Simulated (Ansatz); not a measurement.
Results of PBEsol in Ansatz (PAW) for Ba2BeN2 (model structure, started from the Ca2ZnN2 type, I4/mmm, No. 139, 5 atoms in the cell).

Numerical settings: plane-wave cutoff 520 eV, 20×20×20 k mesh, Fermi–Dirac smearing 0.05 eV, scalar-relativistic PAW data made under PBE.

Cell (relaxed at this level):

```
CELL_PARAMETERS angstrom
     -2.02524     2.02524     6.03075
      2.02524    -2.02524     6.03075
      2.02524     2.02524    -6.03075
ATOMIC_POSITIONS crystal
  Ba 0.65027 0.65027 0.00000
  Ba 0.34973 0.34973 0.00000
  Be 0.00000 0.00000 0.00000
  N  0.87174 0.87174 0.00000
  N  0.12826 0.12826 0.00000
```

What does this level give for the band gap, direct gap at Γ and bulk modulus B0?


* **band gap**: 0.68 eV (on the SCF k mesh)
* **direct gap at Γ**: 1.16 eV
* **bulk modulus B0**: 64.3 GPa

Note: the bulk modulus is −V dP/dV from two relaxed cells at ±2 % in volume; the relaxation could raise the start's symmetry but not lower it, so the cell can be a saddle point.

Spin–orbit coupling is not included.

Computed values are for the static lattice.

Cost on a shared machine: roughly 22 core-minutes.

A model structure was made by putting elements into a prototype or built by hand; it is no filed structure, need not be a known phase, and can be a saddle point held by its symmetry.

Ansatz is an electronic-structure program.
